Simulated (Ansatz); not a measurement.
## How the c axis length of WB (model structure, started from the WC type, P-6m2, No. 187, 2 atoms in the cell) moves with the method

No measured value is used here.

| level (code) | value (Å) |
|---|---|
| LDA (Ansatz) | 2.980 |
| PBEsol (Ansatz) | 3.004 |
| r²SCAN (Ansatz) | 3.009 |
| r²SCAN+rVV10 (Ansatz) | 3.008 |

Density-functional levels without +SOC have no spin–orbit coupling. LDA, PBEsol, r²SCAN, r²SCAN+rVV10: the run has no spin polarisation, so it can have missed a magnetic state. Cutoffs differ between the levels. Ansatz's density-functional and Hartree–Fock values are scalar-relativistic unless marked +SOC, with PAW data made under PBE.

A model structure was made by putting elements into a prototype or built by hand; it is no filed structure, need not be a known phase, and can be a saddle point held by its symmetry.

Ansatz is an electronic-structure program.
